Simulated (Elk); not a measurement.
Band structure of Tl (P6_3/mmc, 4 atoms in the cell).

```
Tl
1.0
    3.47671     0.00000     0.00000
   -1.73836     3.01092     0.00000
    0.00000     0.00000    11.16308
Tl
4
Direct
  0.00000   0.00000   0.00000
  0.00000   0.00000   0.50000
  0.33333   0.66667   0.25000
  0.66667   0.33333   0.75000
```

Computed with Elk with PBE, all-electron FP-LAPW, Elk's shipped species files, APW+lo basis with extra local orbitals.

Settings: xctype = 20; rgkmax = 7.5; stype = 0; swidth = 0.00183747 Ha; ngridk = 7 7 2; gmaxvr = 16 1/bohr; nxlo = 2; lorbcnd = true; lmaxi = 2.

The starting cell comes from a database of computed structures (which also holds hypothetical and non-ambient phases and stackings), without a prior relaxation at this level. Its lattice was rescaled by a random factor within 2.5 % of one. Spin-orbit coupling is off. Values depend on the basis (sphere radii, cutoffs, local orbitals), which need not be converged.

Levels in eV from the Fermi level, bands 35 to 42:
```
point     35     36     37     38     39     40     41    42
-----  -----  -----  -----  -----  -----  -----  -----  ----
Γ      -8.37  -5.02  -2.65   3.36   3.36   8.00   8.00  8.96
M      -4.56  -3.90  -2.49  -2.15  -0.13   0.34   1.99  2.98
K      -4.24  -3.95  -0.75  -0.47  -0.47  -0.28  -0.28  1.83
A      -6.64  -6.64  -0.36  -0.36   7.57   7.57   8.27  8.27
L      -4.40  -4.40  -1.60  -1.60  -0.93  -0.93   3.64  3.64
H      -4.23  -4.23  -0.97  -0.97   0.19   0.19   1.05  1.05
```

Bands cross the Fermi level along this path, so the cell is metallic at this level.
